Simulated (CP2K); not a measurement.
**CP2K run on Te2Mo (P6_3/mmc, 6 atoms in the cell): self-consistent single point**

Method: PBE, GPW, DZVP-MOLOPT-SR-GTH basis, GTH-PBE potentials (GTH_POTENTIALS) (CP2K).

Input as run:

```
&GLOBAL
  PROJECT bulk
  RUN_TYPE ENERGY_FORCE
  PRINT_LEVEL MEDIUM
&END GLOBAL
&FORCE_EVAL
  METHOD Quickstep
  STRESS_TENSOR ANALYTICAL
  &DFT
    BASIS_SET_FILE_NAME BASIS_MOLOPT
    POTENTIAL_FILE_NAME GTH_POTENTIALS
    &QS
      METHOD GPW
      EPS_DEFAULT 1E-10
    &END QS
    &MGRID
      CUTOFF 500
      REL_CUTOFF 60
      NGRIDS 5
    &END MGRID
    &SCF
      SCF_GUESS ATOMIC
      EPS_SCF 1E-6
      MAX_SCF 100
      ADDED_MOS 9
      &DIAGONALIZATION
        ALGORITHM STANDARD
      &END DIAGONALIZATION
      &MIXING
        METHOD BROYDEN_MIXING
        ALPHA 0.3
        NBUFFER 10
        BETA 1
      &END MIXING
    &END SCF
    &KPOINTS
      SCHEME MONKHORST-PACK 6 6 2
      GAMMA_CENTERED T
    &END KPOINTS
    &XC
      &XC_FUNCTIONAL PBE
      &END XC_FUNCTIONAL
    &END XC
    &PRINT
      &MO
        EIGENVALUES T
        OCCUPATION_NUMBERS T
        NDIGITS 8
        FILENAME mo
        &EACH
          QS_SCF 0
        &END EACH
        ADD_LAST NUMERIC
      &END MO
      &MULLIKEN ON
      &END MULLIKEN
    &END PRINT
  &END DFT
  &SUBSYS
    &CELL
      ABC 3.50111200 3.50111119 14.38265500
      ALPHA_BETA_GAMMA 90.00000000 90.00000000 120.00000764
      PERIODIC XYZ
    &END CELL
    &COORD
      Te      -0.00000175     2.02136834     9.02971846
      Te       1.75055775     1.01068266     5.35293654
      Te       1.75055775     1.01068266     1.83839096
      Te      -0.00000175     2.02136834    12.54426404
      Mo      -0.00000175     2.02136834     3.59566375
      Mo       1.75055775     1.01068266    10.78699125
    &END COORD
    &KIND Te
      BASIS_SET DZVP-MOLOPT-SR-GTH
      POTENTIAL GTH-PBE-q6
    &END KIND
    &KIND Mo
      BASIS_SET DZVP-MOLOPT-SR-GTH
      POTENTIAL GTH-PBE-q14
    &END KIND
  &END SUBSYS
  &PRINT
    &FORCES ON
    &END FORCES
    &STRESS_TENSOR ON
    &END STRESS_TENSOR
  &END PRINT
&END FORCE_EVAL
```

Output (repeated stretches shortened):

```
 GLOBAL| Method name                                                        CP2K
 GLOBAL| Project name                                                       bulk
 GLOBAL| Run type                                                   ENERGY_FORCE

 CELL| Volume [angstrom^3]:                                           152.679795
 CELL| Vector a [angstrom]:       3.501     0.000     0.000   |a| =     3.501112
 CELL| Vector b [angstrom]:      -1.751     3.032     0.000   |b| =     3.501111
 CELL| Vector c [angstrom]:       0.000     0.000    14.383   |c| =    14.382655
 CELL| Angle (b,c), alpha [degree]:                                    90.000000
 CELL| Angle (a,c), beta  [degree]:                                    90.000000
 CELL| Angle (a,b), gamma [degree]:                                   120.000008
 CELL| Numerically orthorhombic:                                              NO
 CELL| Periodicity                                                           XYZ

 DFT| Spin restricted Kohn-Sham (RKS) calculation                            RKS
 DFT| Multiplicity                                                             1
 DFT| Number of spin states                                                    1
 DFT| Charge                                                                   0
 DFT| XC density smoothing                                                  NONE
 DFT| XC derivatives                                                          PW

 QS| Method:                                                                 GPW
 QS| Density plane wave grid type                        NON-SPHERICAL FULLSPACE
 QS| Number of grid levels:                                                    5
 QS| Density cutoff [a.u.]:                                                250.0
 QS| Multi grid cutoff [a.u.]: 1) grid level                               250.0
   [... lines left out ...]
 BRILLOUIN| Wavefunction type                                            COMPLEX
 BRILLOUIN| List of Kpoints [2 Pi/Bohr]                                       40
 BRILLOUIN| Number           Weight            X              Y              Z
 BRILLOUIN|     1           0.02778       -0.33333       -0.33333        0.00000
 BRILLOUIN|     2           0.02778       -0.33333       -0.33333        0.50000
 BRILLOUIN|     3           0.02778       -0.33333       -0.16667        0.00000
   [... 37 lines left out ...]
 *******************************************************************************

 Extrapolation method: initial_guess

 Re-scaling the density matrix to get the right number of electrons
                  # Electrons              Trace(P)               Scaling factor
                           52                52.000                        1.000

 Number of electrons:                                                         52
 Number of occupied orbitals:                                                 26
 Number of molecular orbitals:                                                35

 Number of orbital functions:                                                104
 Number of independent orbital functions:                                    104
 SCF WAVEFUNCTION OPTIMIZATION

  Step     Update method      Time    Convergence         Total energy    Change
     1 NoMix/Diag. 0.30E+00      -     0.85855892      -170.0410700437 -1.70E+02
     2 Broy./Diag. 0.30E+00      -     0.12995483      -172.6034309896 -2.56E+00
     3 Broy./Diag. 0.30E+00      -     0.03318102      -170.1501723427  2.45E+00
     4 Broy./Diag. 0.30E+00      -     0.03456053      -169.1523831349  9.98E-01
     5 Broy./Diag. 0.30E+00      -     0.00798524      -169.2417426237 -8.94E-02
     6 Broy./Diag. 0.30E+00      -     0.00373678      -169.0988428031  1.43E-01
     7 Broy./Diag. 0.30E+00      -     0.00172513      -169.1607247803 -6.19E-02
   [... 3 lines left out ...]
    11 Broy./Diag. 0.30E+00      -     0.00004597      -169.1515005424 -1.41E-03
    12 Broy./Diag. 0.30E+00      -     0.00002319      -169.1511049446  3.96E-04
    13 Broy./Diag. 0.30E+00      -     0.00000684      -169.1510227016  8.22E-05
    14 Broy./Diag. 0.30E+00      -     0.00000265      -169.1509066839  1.16E-04
    15 Broy./Diag. 0.30E+00      -     0.00000032      -169.1508909064  1.58E-05
  *** SCF run converged in    15 steps ***

  Electronic density on regular grids:        -51.9999999999        0.0000000001
  Core density on regular grids:               51.9999999920       -0.0000000080
  Total charge density on r-space grids:       -0.0000000078
  Total charge density g-space grids:          -0.0000000078

  Overlap energy of the core charge distribution:               0.00000000035786
  Self energy of the core charge distribution:               -327.81183244679744
  Core Hamiltonian energy:                                     72.87791570746407
  Hartree energy:                                             109.03092160888933
  Exchange-correlation energy:                                -23.24789577629236

  Total energy:                                              -169.15089090637849

                     Mulliken Population Analysis

 #  Atom  Element  Kind  Atomic population                           Net charge
       1     Te       1          5.597235                              0.402765
       2     Te       1          5.597235                              0.402765
       3     Te       1          5.597235                              0.402765
       4     Te       1          5.597235                              0.402765
       5     Mo       2         14.805530                             -0.805530
       6     Mo       2         14.805530                             -0.805530
 # Total charge                             52.000000                 -0.000000

 ENERGY| Total FORCE_EVAL ( QS ) energy [hartree]           -169.150897627694832

 FORCES| Atomic forces [hartree/bohr]
 FORCES|   Atom     x               y               z               |f|
 FORCES|      1  5.79854372E-07 -3.60360397E-07 -2.48029463E-02   2.48029463E-02
 FORCES|      2 -5.79852594E-07  3.58517147E-07  2.48029492E-02   2.48029492E-02
 FORCES|      3 -5.79852871E-07  3.68364933E-07 -2.48029215E-02   2.48029216E-02
 FORCES|      4  5.79854507E-07 -3.67239176E-07  2.48029249E-02   2.48029249E-02
 FORCES|      5  1.15075667E-06 -7.28300824E-07 -7.59395514E-09   1.36188130E-06
 FORCES|      6 -1.15075665E-06  7.29009027E-07  1.37677209E-09   1.36223968E-06
 FORCES| Sum     3.43306713E-12 -9.29114453E-12 -4.92190184E-12
 FORCES| Total atomic force                                       1.10605802E-11

 STRESS| Analytical stress tensor [bar]
 STRESS|                        x                   y                   z
 STRESS|      x        7.83299907925E+04   6.99024537620E-01  -5.00855173764E-07
 STRESS|      y        6.99024537620E-01   7.83309550730E+04   2.99658243394E-02
 STRESS|      z       -5.00855173764E-07   2.99658243394E-02   1.00882481801E+05
 STRESS| 1/3 Trace                                             8.58478092221E+04
```

The run converged in 15 iterations.

The starting cell comes from a database of computed structures (which also holds hypothetical and non-ambient phases and stackings), without a prior relaxation at this level. Its lattice was rescaled by a random factor within 2.5 % of one. Values carry the incompleteness of an atom-centred basis. With a pressure of about 9 GPa the cell is away from its equilibrium volume at this level. Forces in this geometry exceed 1 eV/Å.

Cost on one core of a shared machine: roughly 90 s.
